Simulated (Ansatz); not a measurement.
The reference is Y in the hcp (Mg type) structure (space group P6_3/mmc, No. 194; a = 3.594 Å, c = 5.610 Å; relaxed with 0.1 eV smearing). Axes: x lies along a and z along c of the hexagonal cell.

Calculations: Ansatz (a quantum-chemistry and plane-wave program), PBEsol, PAW, cutoff 420 eV, spin-orbit coupling left out.

Modification: the cell is stretched by 1.00 % along x with no lateral relaxation; the atoms relax in the strained cell.

### Question
Predict the new stress and energy relative to the base.

### Answer
The stress (xx, yy, zz, yz, xz, xy; compression positive) is (-0.7, -0.3, -0.2, 0.0, 0.0, 0.0) GPa; the energy increases by 0.7 meV/atom.

Whether these cells are dynamically stable was not tested. All final runs are without spin polarisation.
